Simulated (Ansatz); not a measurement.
**InAgTe2: response to strain**

Take InAgTe₂ in the chalcopyrite structure (space group I-42d, No. 122) as the base.

```
InAgTe2
1.0
   -3.28433     3.28433     6.49971
    3.28433    -3.28433     6.49971
    3.28433     3.28433    -6.49971
In Te Ag
2 4 2
Direct
  0.50000   0.50000   0.00000
  0.25000   0.75000   0.50000
  0.37500   0.36941   0.49441
  0.63059   0.12500   0.00559
  0.87500   0.88059   0.50559
  0.11941   0.62500   0.99441
  0.00000   0.00000   0.00000
  0.75000   0.25000   0.50000
```

Strains are applied to the cell and any free atomic positions relax.

All numbers come from Ansatz (a quantum-chemistry and plane-wave program), PBE, PAW, cutoff 420 eV, no SOC.

Notes on the quantities. energy relative to the base: free energy F; band gap: uncertain: the Fermi level lies in a band; the base alone; pressure: mean of the normal stresses, compression positive.

```tsv
case	energy relative to the base	band gap	pressure	shortest interatomic distance
base	0 meV/atom	0.05 eV	0.1 kbar	2.813 Å
isotropic strain −3.00 %	+37 meV/atom	0.25 eV	42.3 kbar	2.720 Å
isotropic strain −2.25 %	+20 meV/atom	0.20 eV	29.8 kbar	2.743 Å
isotropic strain −1.50 %	+8.7 meV/atom	0.15 eV	18.7 kbar	2.766 Å
isotropic strain −0.75 %	+2.1 meV/atom	0.10 eV	8.8 kbar	2.790 Å
```

With Te present, leaving out spin-orbit coupling can change the band edges. No phonon test of stability was made. A zero or small gap of InAgTe2 can be the functional's error rather than a property of the material.
